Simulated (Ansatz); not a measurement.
What O → F does to SnO2

Start from SnO₂ in the rutile structure (space group P4_2/mnm, No. 136; a = 4.769 Å, c = 3.211 Å).

Now apply this change: F takes the place of O on all its sites, then cell and atoms are relaxed.

The values are results of PBEsol/PAW in Ansatz (a program for electronic structure), no spin-orbit coupling, earlier PAW set, not measurements. Settings: 6×6×9 k-points, 0.05 eV Fermi–Dirac smearing, for the changed cell.

The volume per atom goes up by 6.77 Å³ to 18.94 Å³ and the density falls by 2.27 g/cm³, from 6.85 g/cm³ to 4.58 g/cm³. The lattice parameter a increases by 0.701 Å, from 4.769 Å to 5.470 Å and the c/a ratio goes up by 0.021 to 0.694. The band gap rises by 1.571 eV (0.92 eV → 2.50 eV) and the gap character goes from direct at Γ to indirect, Γ–Z (50 % along) → M. The width of the top valence band rises by 0.52 eV, from 1.24 eV to 1.76 eV.

Final structure:

```yaml
crystal:
  lattice:
    - [5.46962, 0.00000, 0.00000]
    - [0.00000, 5.46962, 0.00000]
    - [0.00000, 0.00000, 3.79768]
  atoms:
    - { symbol: Sn, position: [0.50000, 0.50000, 0.50000] }
    - { symbol: Sn, position: [0.00000, 0.00000, 0.00000] }
    - { symbol: F, position: [0.80606, 0.80606, 0.50000] }
    - { symbol: F, position: [0.30606, 0.69394, 0.00000] }
    - { symbol: F, position: [0.69394, 0.30606, 0.00000] }
    - { symbol: F, position: [0.19394, 0.19394, 0.50000] }
```

Stability against distortions was not tested. As relaxed here, SnF2 is a hypothetical phase, not in the database extracts checked.
